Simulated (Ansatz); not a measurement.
## (Ta,Nb)Si2: NbTaSi$_{4}$

A 18-atom cell of (Ta,Nb)Si2 started in the CrSi2 (C40) type structure, site fractions Ta 0.500, Nb 0.500, short-range order +0.33 in the first shell of the mixed sites (0 is random, a negative value favours unlike neighbours), space group C2 at the end.

The mixing enthalpy is taken against the end members in the CrSi2 (C40) type type (which need not be the stable form of TaSi2 and NbSi2), relaxed in the same cell and mesh.

Level of theory: PBE (plane waves to 420 eV, PAW; Ansatz, a first-principles code). No spin–orbit coupling; the runs are not spin-polarised. Its k-point mesh 7×5×5, Fermi–Dirac width 0.05 eV.

volume per atom: 14.70 Å³
Nb–Si bonds: 2.713 Å on average, from 2.617 to 2.843 (30)
Si–Ta bonds: 2.716 Å on average, from 2.620 to 2.848 (30)
mixing enthalpy per site of the mixed sublattice: -3 meV
departure of the mean lattice parameter from Vegard's line: under 0.15 %, inside the noise of the relaxations

```xyz
18
Lattice="4.8077 0.0000 0.0001 -2.4038 4.1650 6.6069 -2.4038 -4.1663 6.6077" Properties=species:S:1:pos:R:3 pbc="T T T"
Nb     1.1981    -2.0884     7.7130
Ta    -1.1993     2.0865     7.7038
Ta     2.4025     0.0003     3.3037
Nb    -2.4028    -0.0004     9.9108
Ta     1.2060     2.0770     5.5103
Nb    -1.2046    -2.0794     5.5021
Si    -0.0003    -1.3256     9.9105
Si     0.0001    -1.3247     3.3043
Si    -3.6598    -0.6570    12.1105
Si     1.1480    -0.6709     5.5088
Si     1.1472     0.6699     1.0987
Si     1.1472     0.6547     7.7114
Si     0.0001     1.3249     3.3030
Si    -0.0004     1.3245     9.9114
Si    -1.1448     0.6615     5.5059
Si    -1.1487     0.6608    12.1135
Si    -1.1493    -0.6631     7.7083
Si     3.6620    -0.6625     1.1014
```
